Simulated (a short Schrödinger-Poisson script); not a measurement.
**Symmetric double-gate stack, HfO2 on p-type Si(100)**

System: symmetric double-gate stack, HfO2 on p-type Si(100), at 400 K.

```csv
layer,material,thickness (nm),Na (cm⁻³)
1,HfO2,4.9,-
2,Si,2,6e16
3,HfO2,4.9,-
```

The device is made up for the run: typed textbook-type constants, with dimensions and the other settings drawn at random. HfO2: permittivity 22, conduction-band edge (eV) 1.55, gap (eV) 5.7, electron mass (mₑ) 0.2. Si: permittivity 11.7, conduction-band edge (eV) 0, gap (eV) 1.124, Nv at 300 K (cm⁻³) 3.1e19.

Channel valleys (confinement mass, in-plane density-of-states mass, number): Δ2 0.916, 0.19, 2; Δ4 0.19, 0.417, 4. At the gates, both at one voltage, the conduction-band edge of layer 1 lies 2.04 eV − eVg above the Fermi level of the channel. Gaps are held at their typed values at every temperature. Mesh 0.03 nm at interfaces.

Solved with a short Schrödinger-Poisson script written for these runs: 1D Poisson equation in equilibrium, electrons quantum, Hartree (BenDaniel-Duke, 12 states a valley, the channel's in-plane mass for all, wave functions ending at the dielectric), parabolic valleys, classical holes, full ionisation, no traps, pinning or gate leakage.

```csv
Vg (V),electrons (cm⁻²),C (μF/cm²),Δ2 E0 (meV),Δ2 E1 (meV),Δ4 E0 (meV),Δ4 E1 (meV)
0.2,6.14e7,< 0.003,392.9,700.4,785.0,-
0.3,1.12e9,0.00526,292.9,600.5,685.0,-
0.4,2.00e10,0.0927,193.4,500.9,585.5,-
0.5,2.92e11,1.11,100.1,407.4,492.2,-
0.6,1.70e12,3.33,34.8,340.7,426.9,-
0.7,4.16e12,4.39,-4.5,299.0,387.6,-
0.8,7.05e12,4.81,-33.3,267.4,358.9,-
0.9,1.01e13,4.99,-57.8,240.0,334.4,-
1,1.33e13,5.09,-80.3,214.5,312.0,-
1.1,1.65e13,5.14,-101.8,190.0,290.6,-
1.2,1.97e13,5.18,-122.7,166.2,269.8,-
```

Subbands count from the Fermi level; a dash marks a level above the dielectric's band edge. The capacitance is that of both gates.
